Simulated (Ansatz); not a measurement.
Bi on the Ga site in beta Ga2O3: one set of geometries, relaxed with PBE, evaluated in Ansatz (PAW, plane waves to 420 eV, 500 eV under r2SCAN) with PBE, r2SCAN.

Details: 120-site cell; 2×2×2 shifted k-points; start: the Ga(2) site; charged states image-corrected; no spin–orbit coupling; finite-size errors of tenths of an eV; flagged in the runs: a doubtful potential alignment, a host whose relaxation on this sampling wasn't shown to rest.

| quantity | PBE | r2SCAN |
|---|---|---|
| host gap (eV) | 2.01 | [?] |
| ε(+2/+1) above the VBM (eV) | 0.68 | [?] |
| ε(+1/0) above the VBM (eV) | 0.92 | [?] |
| largest moment on one atom at charge +1 (μB) | 0.14 | [?] |
| neutral formation energy against rhombohedral Bi, alpha gallium (eV) | 3.07 | [?] |

Given the lower rungs, what does r2SCAN give?


- host gap (eV), r2SCAN: 2.65
- ε(+2/+1) above the VBM (eV), r2SCAN: 0.96
- ε(+1/0) above the VBM (eV), r2SCAN: 1.18
- largest moment on one atom at charge +1 (μB), r2SCAN: 0.15
- neutral formation energy against rhombohedral Bi, alpha gallium (eV), r2SCAN: 3.07

Ansatz is a quantum-chemistry and plane-wave program.
